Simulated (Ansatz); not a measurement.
## Ba3SiO: alloy series

Base system: Ba3SiO in the anti-perovskite structure (space group Pm-3m, No. 221; a = 5.2898 Å; a cell from a computed database, its experimental status unchecked).

The other end (x = 1) is Ba3SiS in the anti-perovskite structure (space group Pm-3m, No. 221; a hypothetical phase, not in the database extracts checked): 40.11 Å³/atom, gap zero; this end may not be an ambient phase.

S replaces a fraction x of O; each row is one arrangement (x, atoms in the cell, starting space group or random), fully relaxed.

Level of theory: Ansatz (a program for electronic structure) PBEsol, scalar-relativistic without spin-orbit coupling.

Notes on the quantities. mixing energy: to 0.01 eV only: unlike meshes or grids; against an end that may be hypothetical; deviation of the volume from the linear: Vegard-type) interpolation.

| change | shortest interatomic distance | density | mixing energy | deviation of the volume from the linear |
|---|---|---|---|---|
| base | 2.645 Å | 5.12 g/cm³ | – | – |
| x(S) = 0.5, 10 atoms, Fm-3m | ___ | 4.50 g/cm³ | 0.00 eV/atom | ___ |
| x(S) = 0.5, 10 atoms, P4/mmm (arrangement B) | 2.511 Å | 4.41 g/cm³ | +0.04 eV/atom | +0.4 % |
| x(S) = 0.5, 10 atoms, P4/mmm (arrangement A) | 2.599 Å | 4.46 g/cm³ | +0.02 eV/atom | -0.9 % |

**Question.** Fill in the withheld entries from the trend.

**Answer.** 
- x(S) = 0.5, 10 atoms, Fm-3m, shortest interatomic distance: 2.638 Å
- x(S) = 0.5, 10 atoms, Fm-3m, deviation of the volume from the linear: -1.8 %

These are small ordered cells, not random alloys; other orderings at the same x differ. Stability against distortions was not tested. The final runs are not spin-polarised. A zero or small gap of Ba6Si2SO, Ba3SiO and Ba3SiS can be the functional's error rather than a property of the material.
